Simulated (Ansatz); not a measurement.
What Te → Se does to Te

Base system: Te (space group P3_121, No. 152; a = 4.6235 Å, c = 5.9044 Å; made of chains).

The change: full substitution Te → Se, then cell and atoms are relaxed.

The values are results of Ansatz (a quantum-chemistry and plane-wave program) r2SCAN, no SOC, earlier PAW set, not measurements. k-mesh 9×9×7 (Γ-centred); smearing 0.05 eV (Fermi–Dirac), for the changed cell.

```yaml
volume_per_atom: 29.24 Å³ (base 36.44 Å³)
density: 4.48 g/cm³ (base 5.82 g/cm³)
lattice_parameter_a: 4.505 Å (base 4.624 Å)
c/a ratio: 1.108 (base 1.277)
space_group: P3_121 (No. 152) (base P3_121 (No. 152))
shortest_interatomic_distance: 2.373 Å (base 2.827 Å)
band_gap: 1.33 eV (base 0.54 eV)
gap_character: indirect, L → H (base indirect, L–H (80 % along) → H)
smallest_direct_gap: 1.54 eV (base 0.59 eV)
width_of_the_top_valence_band: 1.39 eV (base 2.26 eV)
electron_mass: 0.18 mₑ along c, 0.43 mₑ across (at H) (base 0.088 mₑ along c, 0.11 mₑ across (at H))
```

Final structure:

```
Se
1.0
    4.50541     0.00000     0.00000
   -2.25270     3.90180     0.00000
    0.00000     0.00000     4.99035
Se
3
Direct
  0.21688   0.00000   0.83333
  0.00000   0.21688   0.16667
  0.78312   0.78312   0.50000
```

Cost of the whole job for the changed cell (relaxation, final SCF and bands): roughly 110 core-seconds.

With Te present, leaving out spin-orbit coupling can change the band edges. Effective masses come from finite differences of ±0.01 Å⁻¹. Stability against distortions was not tested. No dispersion term is included, though the crystal is made of layers, chains or molecules, so its spacings can come out too wide.
